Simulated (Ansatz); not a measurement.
How the smallest direct gap on the k points sampled of NiO2 (R-3m, No. 166, 3 atoms in the cell; start mp-35925) moves with the method

No measured value is used here.

```tsv
level (code)	value (eV)	cell (Å³/atom)
LDA (Ansatz)	1.21	10.34
PBEsol (Ansatz)	1.43	12.46
r²SCAN (Ansatz)	[?]	11.36
r²SCAN+rVV10 (Ansatz)	1.75	10.60
```

Question: Complete the blanks.

Answer: 
- r²SCAN (Ansatz, a first-principles code), value (eV): 1.88

At these levels the smallest gap is indirect and lower: LDA 0.88, PBEsol 1.18, r²SCAN 1.60, r²SCAN+rVV10 1.47 eV. Computed values are for a static lattice. The crystal itself was run without spin with LDA, PBEsol, r²SCAN, r²SCAN+rVV10; a magnetic state was not tried in these runs. Each level is taken at its own relaxed cell. Cutoffs differ between the levels. Ansatz's density-functional and Hartree–Fock values are scalar-relativistic unless marked +SOC, with PAW data made under PBE.

A start named mp-… is a Materials Project structure, which need not be a measured phase.
